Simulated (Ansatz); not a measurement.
Consider the energy of configuration A over configuration B. The value is E(A) − E(B).

Cell A: a stack of composition YSi2As4 on the in-plane vectors of As (R-3m) (0001), but not a cut of that crystal, 7 atoms, hexagonal cell of 3.78 Å (12.4 Å²), symmetry P-3m1, 10.2 Å thick under 15 Å of vacuum, so it may be strained; planes from bottom to top: As | Si | As | Y | As | Si | As; foreign atoms: Y bound to 6 As at 2.80 Å; two times Si bound to 4 As at 2.30–2.43 Å; a model cell; spin state with PBE: no moments, k-point mesh 9×9×1.
```xyz
7
Lattice="3.7837 0.0000 0.0000 -1.8919 3.2768 0.0000 0.0000 0.0000 25.6231" Properties=species:S:1:pos:R:3 pbc="T T T"
Y      0.0000     2.1845    12.8115
As     1.8919     1.0923    14.5699
Si     1.8919     1.0923    16.8747
As     0.0000     0.0000    17.9289
As     0.0000     0.0000    11.0532
Si     0.0000     0.0000     8.7483
As     1.8919     1.0923     7.6942
```

Cell B: a stack of composition YSi2As4 on the in-plane vectors of As (R-3m) (0001), but not a cut of that crystal, 7 atoms, hexagonal cell of 3.78 Å (12.4 Å²), symmetry P-6m2, 10.3 Å thick under 15 Å of vacuum, so it may be strained; planes from bottom to top: As | Si | As | Y | As | Si | As; foreign atoms: Y bound to 6 As at 2.83 Å; two times Si bound to 4 As at 2.30–2.43 Å; a model cell; spin state with PBE: no moments, k-point mesh 9×9×1.
```
CELL_PARAMETERS angstrom
      3.78374     0.00000     0.00000
     -1.89187     3.27682     0.00000
      0.00000     0.00000    25.62307
ATOMIC_POSITIONS crystal
  Y  0.33333 0.66667 0.50000
  As 0.66667 0.33333 0.57022
  Si 0.66667 0.33333 0.66017
  As 0.00000 0.00000 0.70151
  As 0.66667 0.33333 0.42978
  Si 0.66667 0.33333 0.33983
  As 0.00000 0.00000 0.29849
```

Plane-wave PAW calculations with Ansatz (a first-principles code), its default PAW set, cutoff 420 eV, 500 eV for r2SCAN. The structures are at rest with PBE+D3(BJ), within the held lattices; other levels are single points on them. Neutral cells; Fermi-Dirac smearing of at most 0.05 eV in the solids, energies taken to zero width. The lattices are those relaxed with PBE+D3(BJ) or held as stated, so at other levels the solids can be strained, which adds to the spread. A dispersion term (D3(BJ), or D4 for r2SCAN) was computed beside these levels and is taken off wherever the name lacks it. Static lattices, no vibrational contributions. No structure search was made; lower ones may exist. Values are for these cell sizes. Cell A has symmetry P-3m1 and got no random move, so less symmetric positions, which may lie lower, weren't tried. Cell B has symmetry P-6m2 and got no random move, so less symmetric positions, which may lie lower, weren't tried.

Task: Estimate the value that PBE+D3(BJ) returns for this input.

Result: -0.34 eV for A less B, so A lies lower.

Task: What do the other levels give, and how wide is the spread?

Result: 
| Functional | value (eV) | less PBE+D3(BJ) |
|---|---|---|
| PBE | -0.31 | 0.03 |
| r2SCAN | -0.35 | -0.01 |
| r2SCAN+D4 | -0.36 | -0.02 |

The levels span only 0.05 eV, too little to tell them apart.
